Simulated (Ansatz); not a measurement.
S on the O site (S_O) in monoclinic HfO2 (start: the O(1,3-fold) site; 96-site cell, 2×2×2 shifted sampling). Calculation: PBE, PAW (plane waves to 420 eV; Ansatz, a quantum-chemistry and plane-wave program). Total energies of the localised charge states, counted from that of charge +1, and their image corrections (point charge with alignment); the host's valence-band maximum lies at 13.691 eV on the cells' energy zero and its gap is 4.04 eV.

| charge | moment (μB) | E − E(first) (eV) | correction (eV) |
|---|---|---|---|
| +1 | 1.0 | 0.000 | 0.198 |
| 0 | not spin-polarised | 14.557 | 0.000 |

Task: Derive the transition levels above the valence-band maximum and say which of them are thermodynamic.

Result: A level is the Fermi energy at which two charges have equal formation energy: ε(q/q′) = [E(q′) + corr(q′) − E(q) − corr(q)] / (q − q′) − E_VBM.
ε(+1/0) = [(14.557 + 0.000) − (0.000 + 0.198)] / 1 − 13.691 = 0.67 eV
Thermodynamic levels at least 0.1 eV inside the gap: (+1/0) at 0.67 eV. They hold to tenths of an eV in this cell. Only the charges listed were compared. At charge −1 the carrier sat in host band states, shallow at most. Flagged in the runs: a host whose relaxation on this sampling wasn't shown to rest.
